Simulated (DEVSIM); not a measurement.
Structure: illuminated CdTe p-on-n cell, one wavelength, at 400 K.

Layer 1 from the left is CdTe, thickness (μm) 0.140, Na (cm⁻³) 3.2e18, τn (s) 3.6e-12, τp (s) 1.2e-11, absorption coefficient (cm⁻¹) 94000. Layer 2 from the left is CdTe, thickness (μm) 0.980, Nd (cm⁻³) 2.3e16, τn (s) 3.3e-10, τp (s) 3.3e-10, absorption coefficient (cm⁻¹) 94000.

Left contact: ohmic, minority electron recombination velocity 30 cm/s. Right contact: ohmic, minority hole recombination velocity 200 cm/s. Voltage is applied to the left contact. Recombination: SRH at mid-gap, radiative, Auger. Light enters at the left, 6.2e16 photons cm⁻² s⁻¹, one pass, no reflection. Mobility is constant in doping.

The device is made up for the run: typed textbook-type constants, with dimensions and the other settings drawn at random. Values at 300 K; Nc and Nv go as T^1.5, mobilities as T to minus their exponent, the gap by Varshni's rule with the affinity fixed.

CdTe: gap (eV) 1.5, affinity (eV) 4.28, permittivity 10.2, Nc (cm⁻³) 8e17, Nv (cm⁻³) 1.8e19, μn (cm²/Vs) 1000, μp (cm²/Vs) 80, T exponent of μn 1.7, T exponent of μp 1.5, B (cm³/s) 1e-10, Cn (cm⁶/s) 1e-30, Cp (cm⁶/s) 1e-30, Varshni α (eV/K) 0.00031, Varshni β (K) 108.

Simulated with DEVSIM: 1D drift-diffusion, Boltzmann statistics, complete ionisation; no tunnelling, impact ionisation, image-force lowering or self-heating.

Dark forward current:

| |V| (V) | |J| (A/cm²) |
|---|---|
| 0.05 | 1.633e-6 |
| 0.10 | 4.819e-6 |
| 0.15 | 1.143e-5 |
| 0.20 | 2.544e-5 |
| 0.25 | 5.534e-5 |
| 0.30 | 0.0001194 |
| 0.35 | 0.0002573 |
| 0.40 | 0.0005550 |
| 0.45 | 0.001201 |
| 0.50 | 0.002613 |
| 0.55 | 0.005730 |
| 0.60 | 0.01271 |
| 0.65 | 0.02864 |
| 0.70 | 0.06614 |
| 0.75 | 0.1583 |
| 0.80 | 0.3988 |
| 0.85 | 1.072 |
| 0.90 | 3.106 |
| 0.95 | 9.615 |
| 1.00 | 30.74 |
| 1.05 | 94.92 |
| 1.10 | 264.6 |
| 1.15 | 658.4 |
| 1.20 | 1519 |
| 1.25 | 3375 |

**Question.** Work out the local ideality factor n = ΔV / (kT/q · ln(J2/J1)) between the rows 0.15 and 0.20 V, 0.95 and 1.00 V, 1.20 and 1.25 V.

**Answer.** kT/q = 34.47 mV. From 0.15 to 0.20 V: ln(2.544e-5/1.143e-5) = 0.800, n = 1.81. From 0.95 to 1.00 V: ln(30.74/9.615) = 1.162, n = 1.25. From 1.20 to 1.25 V: ln(3375/1519) = 0.798, n = 1.82.

**Question.** What current could the absorbed light give at most, and what share is collected?

**Answer.** Σ αd = 10.5, so qΦ(1 − exp(−Σ αd)) = 9.93 mA/cm². The simulated short-circuit current is 6.362 mA/cm², a share of 0.64.

**Question.** Estimate the open-circuit voltage by superposition: the voltage at which the dark current equals that short-circuit current.

**Answer.** Interpolating ln J in the table gives 0.557 V. The simulation gives 0.555 V, the same within the digits that matter. Superposition holds where collection doesn't change with voltage.

**Question.** Estimate the fill factor from FF0 = (v − ln(v + 0.72))/(v + 1), v = qVoc/(nkT), with n from the dark curve.

**Answer.** The rows about Voc, 0.55 and 0.60 V, give n = 1.82, so v = 8.84 and FF0 = 0.669. The simulation gives 0.658; the estimate lies 1.7 % above.
